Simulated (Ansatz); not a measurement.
AgZn (P4/mmm, No. 123, 2 atoms in the cell; start mp-1215437; a measured phase of this formula has another space group), treated with PBEsol in Ansatz (plane waves, PAW).

Numerical settings: plane-wave cutoff 520 eV, 22×22×12 k mesh (along the axes of the cell as run), Fermi–Dirac smearing 0.05 eV, no spin polarisation, scalar-relativistic PAW data made under PBE.

Cell (relaxed at this level):

```yaml
crystal:
  lattice:
    - [2.11580, -2.11597, 0.00000]
    - [2.11580, 2.11597, 0.00000]
    - [0.00000, 0.00000, 3.38579]
  atoms:
    - { symbol: Zn, position: [0.50000, 0.50000, 0.50000] }
    - { symbol: Ag, position: [0.00000, 0.00000, 0.00000] }
```

Task: Give the computed bulk modulus B0.

Result: 
- bulk modulus B0: 115 GPa

The run finds no gap.

Note: the bulk modulus is −V dP/dV from two relaxed cells at ±2 % in volume; the relaxation could not lower the start's symmetry, so the cell can be a saddle point above a distorted one.

Static lattice: no zero-point or thermal effects.

A start named mp-… is a Materials Project structure, which need not be a measured phase.

Ansatz is an electronic-structure program.
